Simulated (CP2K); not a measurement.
Band structure of SbPt (P6_3/mmc, 4 atoms in the cell).

```
CELL_PARAMETERS angstrom
      4.10768     0.00000     0.00000
     -2.05384     3.55735     0.00000
      0.00000     0.00000     5.44670
ATOMIC_POSITIONS crystal
  Sb 0.66667 0.33333 0.75000
  Sb 0.33333 0.66667 0.25000
  Pt 0.00000 0.00000 0.50000
  Pt 0.00000 0.00000 0.00000
```

Computed with LDA (Pade form), GPW, DZVP-MOLOPT-SR-GTH basis, GTH-PADE potentials (GTH_POTENTIALS) (CP2K).

Settings: CUTOFF = 500 Ry; REL_CUTOFF = 50 Ry; SMEAR/METHOD = FERMI_DIRAC; ELECTRONIC_TEMPERATURE = 1160.45 K; KPOINTS/SCHEME = MONKHORST-PACK 8 8 5; GAMMA_CENTERED = T; XC_FUNCTIONAL = PADE; Sb/BASIS_SET = DZVP-MOLOPT-SR-GTH; Sb/POTENTIAL = GTH-PADE-q5; Pt/BASIS_SET = DZVP-MOLOPT-SR-GTH; Pt/POTENTIAL = GTH-PADE-q18; METHOD = GPW; EPS_DEFAULT = 1e-10; EXTRAPOLATION = USE_GUESS.

The starting cell comes from a database of computed structures (which also holds hypothetical and non-ambient phases and stackings), without a prior relaxation at this level. Its lattice was rescaled by a random factor within 2.5 % of one. Spin-orbit coupling is off. Spin polarisation is off. Values carry the incompleteness of an atom-centred basis.

Levels in eV from the Fermi level, bands 20 to 25:
```tsv
point	20	21	22	23	24	25
Γ	-2.13	-0.24	-0.24	0.83	2.24	3.05
M	-3.10	-2.68	-2.31	-2.14	-0.53	2.01
K	-2.47	-2.24	-2.24	-0.62	-0.62	0.76
A	-3.72	-1.25	-1.25	2.38	2.38	2.38
L	-3.22	-3.10	-3.10	0.30	0.30	1.79
H	-3.50	-2.15	-2.15	-1.78	-1.78	4.28
```

Bands cross the Fermi level along this path, so the cell is metallic at this level.

Higher empty bands are left out: an atom-centred basis made for the valence describes them poorly.
